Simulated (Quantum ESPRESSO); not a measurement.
Input and output of a self-consistent single point for TiAl₃ (I4/mmm, 4 atoms in the cell) (Quantum ESPRESSO).

Method: PBEsol, SSSP 1.1.2 efficiency (PBE) pseudopotentials (plane waves; Quantum ESPRESSO 7.5).

```yaml
crystal:
  lattice:
    - [-1.90766, 1.90766, 4.27297]
    - [1.90766, -1.90766, 4.27297]
    - [1.90766, 1.90766, -4.27297]
  atoms:
    - { symbol: Ti, position: [0.00000, 0.00000, 0.00000] }
    - { symbol: Al, position: [0.50000, 0.50000, 0.00000] }
    - { symbol: Al, position: [0.75000, 0.25000, 0.50000] }
    - { symbol: Al, position: [0.25000, 0.75000, 0.50000] }
```

Reference input (self-consistent single point, DFT, PBEsol, plane waves, SSSP 1.1.2 efficiency (PBE) pseudopotentials): ecutwfc = 50 Ry; ecutrho = 400 Ry; occupations = smearing; smearing = mp; degauss = 0.019992 Ry; input_dft = pbesol; potentials = {Ti: ti_pbe_v1.4.uspp.F.UPF, Al: Al.pbe-n-kjpaw_psl.1.0.0.UPF}; K_POINTS = automatic 12 12 12 0 0 0; conv_thr = 1e-11 Ry; mixing_beta = 0.3. This run's input differs from it in these lines:

```diff
@@ -15,4 +15,4 @@
   occupations = 'smearing'
-  smearing = 'mp'
-  degauss = 0.019992
+  smearing = 'gauss'
+  degauss = 0.0147
   input_dft = 'pbesol'
```

Log, with long lists cut:

```
     Self-consistent Calculation

     iteration #  1     ecut=    50.00 Ry     beta= 0.30

     Threshold (ethr) on eigenvalues was too large:
     Diagonalizing with lowered threshold

     negative rho (up, down):  1.180E-03 0.000E+00

     total energy              =    -234.82393844 Ry
     estimated scf accuracy    <       0.14818365 Ry

     iteration #  2     ecut=    50.00 Ry     beta= 0.30

     negative rho (up, down):  9.152E-04 0.000E+00

     total energy              =    -234.83279359 Ry
     estimated scf accuracy    <       0.04014190 Ry

     iteration #  3     ecut=    50.00 Ry     beta= 0.30

     negative rho (up, down):  7.509E-04 0.000E+00

     total energy              =    -234.83092365 Ry
     estimated scf accuracy    <       0.01102763 Ry

   [... 11 blocks of this kind left out ...]

     iteration # 15     ecut=    50.00 Ry     beta= 0.30

     negative rho (up, down):  6.253E-04 0.000E+00

     total energy              =    -234.83279914 Ry
     estimated scf accuracy    <          5.5E-11 Ry

     iteration # 16     ecut=    50.00 Ry     beta= 0.30
     c_bands:  1 eigenvalues not converged

     negative rho (up, down):  6.253E-04 0.000E+00
     End of self-consistent calculation

     Number of k-points >= 100: set verbosity='high' to print the bands.

     the Fermi energy is     9.6797 ev

!    total energy              =    -234.83279914 Ry
     estimated scf accuracy    <          1.5E-12 Ry
     smearing contrib. (-TS)   =      -0.00251652 Ry
     internal energy E=F+TS    =    -234.83028262 Ry

     convergence has been achieved in  16 iterations

     negative rho (up, down):  6.253E-04 0.000E+00

     Forces acting on atoms (cartesian axes, Ry/au):

     atom    1 type  1   force =     0.00000000    0.00000000    0.00000000
   [... zero for the other atoms too ...]

     Total force =     0.000000     Total SCF correction =     0.000000

     negative rho (up, down):  6.253E-04 0.000E+00
          total   stress  (Ry/bohr**3)                   (kbar)     P=        2.76
   0.00002128   0.00000000   0.00000000            3.13        0.00        0.00
   0.00000000   0.00002128   0.00000000            0.00        3.13        0.00
   0.00000000   0.00000000   0.00001372            0.00        0.00        2.02

   JOB DONE.
```

The run converged in 16 iterations. Against the reference run the free energy falls by 4.5 meV/atom and the pressure moves little (0.23 to 0.28 GPa).

The starting cell comes from a database of computed structures (which also holds hypothetical and non-ambient phases and stackings), without a prior relaxation at this level. Its lattice was rescaled by a random factor within 2.5 % of one. Spin polarisation is off.

Cost on one core of a shared machine: roughly 6 min.
